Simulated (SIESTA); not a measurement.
Input and output of a relaxation of cell and atoms for SiSnPt5 (P4/mmm, 7 atoms in the cell) (SIESTA).

Method of the run: LDA PW92, numerical atomic orbitals DZP, PseudoDojo LDA standard norm-conserving potentials (rewritten from UPF to PSML) (SIESTA).

```
CELL_PARAMETERS angstrom
      4.04672     0.00000     0.00000
      0.00000     4.04672     0.00000
      0.00000     0.00000     7.15583
ATOMIC_POSITIONS crystal
  Si 0.00000 0.00000 0.50000
  Sn 0.50000 0.50000 0.00000
  Pt 0.00000 0.50000 0.29555
  Pt 0.00000 0.50000 0.70445
  Pt 0.50000 0.00000 0.29555
  Pt 0.50000 0.00000 0.70445
  Pt 0.00000 0.00000 0.00000
```

Reference input (self-consistent single point, DFT, LDA PW92, numerical atomic orbitals DZP, PseudoDojo LDA standard norm-conserving potentials (rewritten from UPF to PSML)): XC.functional = LDA; XC.authors = PW92; potentials = PseudoDojo LDA standard; PAO.BasisSize = DZP; PAO.EnergyShift = 0.01 Ry; MeshCutoff = 300 Ry; kgrid.MonkhorstPack = 5 5 3; OccupationFunction = FD; ElectronicTemperature = 580.23 K; MaxSCFIterations = 150; SCF.Mixer.Method = Broyden; SCF.Mixer.Weight = 0.25. This run's input differs from it in these lines:

```diff
@@ -47,2 +47,7 @@
 Diag.ParallelOverK           true
+MD.TypeOfRun                 FIRE
+MD.Steps                     40
+MD.MaxForceTol               0.02 eV/Ang
+MD.VariableCell              true
+MD.MaxStressTol              0.05 GPa
 WriteForces                  true
```

The program printed (abridged):

```
        iscf     Eharris(eV)        E_KS(eV)     FreeEng(eV)     dDmax    Ef(eV) dHmax(eV)
   scf:    1   -19927.362472   -20001.363509   -20001.380435  0.918814 -0.607175 14.827685
   scf:    2   -20044.665920   -20030.309559   -20030.320361  0.661827 -2.257435  4.011662
   scf:    3   -20031.339049   -20031.577342   -20031.583539  0.135890 -2.820638  3.986043
   scf:    4   -20032.089968   -20032.005533   -20032.012422  0.037191 -2.823014  1.607073
   scf:    5   -20032.167380   -20032.101743   -20032.108478  0.076178 -2.935332  0.355317
   [... 10 lines left out ...]
   scf:   16   -20032.104204   -20032.104204   -20032.110913  0.000034 -2.960500  0.000646
   scf:   17   -20032.104204   -20032.104204   -20032.110913  0.000021 -2.960507  0.000379
   scf:   18   -20032.104204   -20032.104204   -20032.110913  0.000012 -2.960513  0.000202
   scf:   19   -20032.104204   -20032.104204   -20032.110913  0.000006 -2.960515  0.000117
SCF Convergence by DM+H criterion
max |DM_out - DM_in|         :     0.0000063134
max |H_out - H_in|      (eV) :     0.0001173933
SCF cycle converged after 19 iterations

Using DM_out to compute the final energy and forces

siesta: E_KS(eV) =           -20032.1042

siesta: E_KS - E_eggbox =    -20032.1042

siesta: Atomic forces (eV/Ang):
     1    0.000000    0.000000    0.000053
     2   -0.000000    0.000000   -0.000053
     3    0.000000   -0.000000   -0.033404
     4    0.000000   -0.000000    0.033405
     5   -0.000000   -0.000000   -0.033404
     6   -0.000000   -0.000000    0.033405
     7   -0.000000   -0.000000   -0.000003
   Tot    0.000000   -0.000000   -0.000001
   Max    0.033405
   Res    0.014579    sqrt( Sum f_i^2 / 3N )
   Max    0.033405    constrained

   [... lines left out ...]
siesta: Pressure (static):       -170.57267600  kBar
siesta: Pressure (total):       -170.57267600  kBar
No target stress found, assuming hydrostatic MD.TargetPressure.
Target stress (kBar)
outcell: Cell volume (Ang**3)        :    107.7030
        iscf     Eharris(eV)        E_KS(eV)     FreeEng(eV)     dDmax    Ef(eV) dHmax(eV)
siesta: Pressure (static):          0.23990559  kBar
siesta: Pressure (total):          0.23990559  kBar
outcell: Cell volume (Ang**3)        :    107.7030
siesta: FreeEng =    -20032.666179
   [... lines left out ...]

              0.027   0.072   0.064

mulliken: Qtot =      108.000

Mulliken Atomic Populations:
Atom #   charge [q] valence [e]  Species
     1    -0.554248    4.554248  Si
     2    -1.159601   15.159601  Sn
     3     0.360127   17.639873  Pt
     4     0.360133   17.639867  Pt
     5     0.360127   17.639873  Pt
     6     0.360133   17.639867  Pt
     7     0.273329   17.726671  Pt
 Total     0.000000
```

The run converged. 

Summary of the result:
```
Quantity                                                                                                     Value
------------------------------------  ----------------------------------------------------------------------------
Free energy E − TS                                                                                  -20032.6662 eV
Fermi level (on the code's own zero)                                                                      -2.55 eV
Pressure                                                                                                  0.02 GPa
Final cell                            a = 3.9354 Å, b = 3.9354 Å, c = 6.9542 Å, α = 90.00°, β = 90.00°, γ = 90.00°
Final volume per atom                                                                                     15.39 Å³
Relaxation steps                                                                                                30
```

The starting cell comes from a database of computed structures (which also holds hypothetical and non-ambient phases and stackings), without a prior relaxation at this level. Its lattice was rescaled by a random factor within 2.5 % of one. Spin polarisation is off. Values carry the incompleteness of an atom-centred basis.

Cost on one core of a shared machine: roughly 10 min.
